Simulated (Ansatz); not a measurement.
Rutile ZnF2 was calculated with PBE (Ansatz, a first-principles code, PAW).

Run with plane-wave cutoff 520 eV, 6×6×8 k mesh (along the axes of the cell as run), Fermi–Dirac smearing 0.01 eV, scalar-relativistic PAW data made under PBE.

Starting structure:

```
ZnF2
1.0
    4.70000     0.00000     0.00000
    0.00000     4.70000     0.00000
    0.00000     0.00000     3.13000
Zn F
2 4
Direct
  0.00000   0.00000   0.00000
  0.50000   0.50000   0.50000
  0.30300   0.30300   0.00000
  0.80300   0.19700   0.50000
  0.19700   0.80300   0.50000
  0.69700   0.69700   0.00000
```

Question: Into what structure does the relaxation of cell and atoms lead at this level, with the symmetry of the start kept?

Answer: The volume rises by 5.8 %; final space group P4_2/mnm.
```
ZnF2
1.0
    4.80144     0.00000     0.00000
    0.00000     4.80144     0.00000
    0.00000     0.00000     3.17416
Zn F
2 4
Direct
  0.00000   0.00000   0.00000
  0.50000   0.50000   0.50000
  0.30442   0.30442   0.00000
  0.80442   0.19558   0.50000
  0.19558   0.80442   0.50000
  0.69558   0.69558   0.00000
```
